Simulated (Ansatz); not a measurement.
The parent structure is InSe in the beta-GaS type structure (space group P6_3/mmc, No. 194; a = 4.032 Å, c = 16.764 Å; layered, stacked along the Cartesian z axis).

(Cell as relaxed with PBE-D3(BJ).)

Levels (all Ansatz, a program for electronic structure, PAW): PBE-D3(BJ) (420 eV, spin-orbit coupling left out); r2SCAN+rVV10 (500 eV, no SOC).

Each level relaxes its own structure.

| quantity | PBE-D3(BJ) | r2SCAN+rVV10 |
|---|---|---|
| volume per atom | 29.50 Å³ | … |
| lattice parameter a | 4.032 Å | … |
| lattice parameter c | 16.764 Å | … |
| band gap | 0.37 eV | … |
| gap character | direct at Γ | … |
| electron mass | 0.042 mₑ along c, 0.11 mₑ across | … |
| hole mass | 0.041 mₑ along c, 2.9 mₑ across | … |

Task: What does r2SCAN+rVV10 give?

Result: 
- volume per atom, r2SCAN+rVV10: 29.57 Å³
- lattice parameter a, r2SCAN+rVV10: 4.017 Å
- lattice parameter c, r2SCAN+rVV10: 16.933 Å
- band gap, r2SCAN+rVV10: 0.85 eV
- gap character, r2SCAN+rVV10: direct at Γ
- electron mass, r2SCAN+rVV10: 0.085 mₑ along c, 0.14 mₑ across
- hole mass, r2SCAN+rVV10: 0.080 mₑ along c, 1.9 mₑ across

PBE-D3(BJ)'s volume per atom lies 0.07 Å³ below r2SCAN+rVV10's (0.2 %); PBE-D3(BJ)'s lattice parameter a lies 0.0155 Å above r2SCAN+rVV10's (0.4 %); PBE-D3(BJ)'s lattice parameter c lies 0.169 Å below r2SCAN+rVV10's (1.0 %); PBE-D3(BJ)'s band gap lies 0.486 eV below r2SCAN+rVV10's; the two agree on the gap character. Neither level is exact; r2SCAN+rVV10 is the comparison here, not a measurement.

Effective masses come from finite differences of ±0.01 Å⁻¹. Stability against distortions was not tested.
